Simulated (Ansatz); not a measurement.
The starting structures come from a database of crystals and need not be the phases stable at ambient conditions.

 Where the default PAW files enter, the runs use the earlier of Ansatz's two default sets.

Crystal: Li₈PbO₆ (R-3, not sure to be the ambient phase, 15 atoms a cell, 9.1 Å³ an atom); planes in its conventional cell.

Computed with PBEsol (plane waves, PAW; Ansatz, a first-principles code).

The gap is the functional's own, uncorrected, and κ follows it; spin-orbit coupling is left out. Mid-gap values are interpolated between the computed energies.

| plane | area of the cell (Å²) | mid-gap κ (1/Å) | largest κ in the gap (1/Å) |
|---|---|---|---|
| (101) | 29.9 | 0.33 | 0.33 |
| (001) | 26.3 | [?] | [?] |

**Question.** The slowest decay depends on the direction. Supply the withheld values.

**Answer.** 
- (001), mid-gap κ (1/Å): 0.29
- (001), largest κ in the gap (1/Å): 0.29
